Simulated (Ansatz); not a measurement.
# BeS: response to strain

Base system: BeS in the zinc blende structure (space group F-43m, No. 216).

```xyz
2
Lattice="0.0000 2.4341 2.4341 2.4341 0.0000 2.4341 2.4341 2.4341 0.0000" Properties=species:S:1:pos:R:3 pbc="T T T"
S      3.6512     3.6512     3.6512
Be     0.0000     0.0000     0.0000
```

Cartesian axes are those of the cell as printed.

Strains are applied to the cell and any free atomic positions relax.

Computed with r2SCAN (Ansatz, a first-principles code; PAW; 500 eV plane waves; no spin-orbit coupling), earlier PAW set.

Candidates:
(a) isotropic strain −0.90 %
(b) uniaxial strain ε_xx = −1.09 %
(c) uniaxial strain ε_yy = −5.85 %

For the base:

```
Quantity   Result
--------  -------
Band gap  3.59 eV
```

### Question
Order them by band gap, lowest first.

### Answer
(c) uniaxial strain ε_yy = −5.85 % (2.92 eV), (b) uniaxial strain ε_xx = −1.09 % (3.47 eV), (a) isotropic strain −0.90 % (3.53 eV)

Whether these cells are dynamically stable was not tested.
